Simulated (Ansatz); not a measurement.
# MgS, element substitutions

Start from MgS in the rock salt structure (space group Fm-3m, No. 225; a = 5.203 Å).

Each row replaces one element on all its sites; cell and atoms are relaxed.

Level of theory: r2SCAN/PAW in Ansatz (a first-principles code), without spin-orbit coupling.

```tsv
variant	band gap	density	shortest interatomic distance
base	3.46 eV	2.66 g/cm³	2.602 Å
S → Se	2.48 eV	4.19 g/cm³	2.736 Å
Mg → Na	zero	2.04 g/cm³	2.818 Å
Mg → Be	1.33 eV	2.74 g/cm³	2.317 Å
```

No phonon test of stability was made. As relaxed here, NaS and BeS are hypothetical phases, not in the database extracts checked. The final runs are not spin-polarised. An odd electron count without spin: NaS.
